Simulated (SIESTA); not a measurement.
Band structure of La (P6_3/mmc, 2 atoms in the cell).

```xyz
2
Lattice="3.7463 0.0000 0.0000 -1.8731 3.2444 0.0000 0.0000 0.0000 6.0824" Properties=species:S:1:pos:R:3 pbc="T T T"
La     0.0000     2.1629     1.5206
La     1.8731     1.0815     4.5618
```

Method of the run: GGA PBE, numerical atomic orbitals DZP, PseudoDojo PBE standard norm-conserving potentials (rewritten from UPF to PSML) (SIESTA 5.4.2).

Settings: XC.functional = GGA; XC.authors = PBE; potentials = PseudoDojo PBE standard; PAO.BasisSize = DZP; PAO.EnergyShift = 0.01 Ry; MeshCutoff = 350 Ry; kgrid.MonkhorstPack = 13 13 7; OccupationFunction = MP; OccupationMPOrder = 0; ElectronicTemperature = 0.136 eV; MaxSCFIterations = 150; SCF.Mixer.Method = Pulay; SCF.Mixer.Weight = 0.1; SCF.Mixer.History = 8.

The starting cell was generated: these elements placed on a structure prototype, without a prior relaxation; it need not be a known phase or ordering of this composition. Its lattice was rescaled by a random factor within 2.5 % of one. Values carry the incompleteness of an atom-centred basis.

Levels in eV from the Fermi level, bands 8 to 13:
```csv
point,8,9,10,11,12,13
Γ,-16.10,-3.34,-1.90,1.31,1.31,1.33
M,-16.27,-1.75,-1.29,-1.25,1.11,1.36
K,-16.64,-1.34,-0.10,-0.10,0.16,1.00
A,-16.20,-2.02,-2.02,0.81,0.81,1.26
L,-16.42,-1.80,-1.80,-0.47,-0.47,2.74
H,-16.33,-0.65,-0.65,-0.23,-0.23,1.06
```

Bands cross the Fermi level along this path, so the cell is metallic at this level.

Higher empty bands are left out: an atom-centred basis made for the valence describes them poorly.
